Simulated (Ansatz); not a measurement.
We consider zinc-blende KH (model structure), described by PBEsol (Ansatz, a program for electronic structure, plane waves, PAW).

Settings: plane-wave cutoff 500 eV, 10×10×10 k mesh, gaussian smearing 0.02 eV, scalar-relativistic PAW data made under PBE.

Cell (relaxed at this level):

```cif
data_H4K4
_chemical_formula_sum 'K4 H4'
_space_group_name_H-M_alt 'F-43m'
_space_group_IT_number 216
_space_group_name_Hall 'F -4 2 3'
_cell_length_a 6.12570
_cell_length_b 6.12570
_cell_length_c 6.12570
_cell_angle_alpha 90.000
_cell_angle_beta 90.000
_cell_angle_gamma 90.000
loop_
_atom_site_label
_atom_site_type_symbol
_atom_site_symmetry_multiplicity
_atom_site_Wyckoff_symbol
_atom_site_fract_x
_atom_site_fract_y
_atom_site_fract_z
_atom_site_occupancy
K1 K 4 a 0.00000 0.00000 0.00000 1
H1 H 4 d 0.75000 0.75000 0.75000 1
```
(The calculation used a cell of 2 atoms; values per cell refer to that cell.)

### Question
Estimate the band gap that the calculation returns.

### Answer

band gap: 3.54 eV (on the SCF k mesh)

Note: the relaxation could raise the start's symmetry but not lower it, so the cell can be a saddle point.

The result took about 15 core-seconds (a rough figure).

A model structure was made by putting elements into a prototype or built by hand; it is no filed structure, need not be a known phase, and can be a saddle point held by its symmetry.
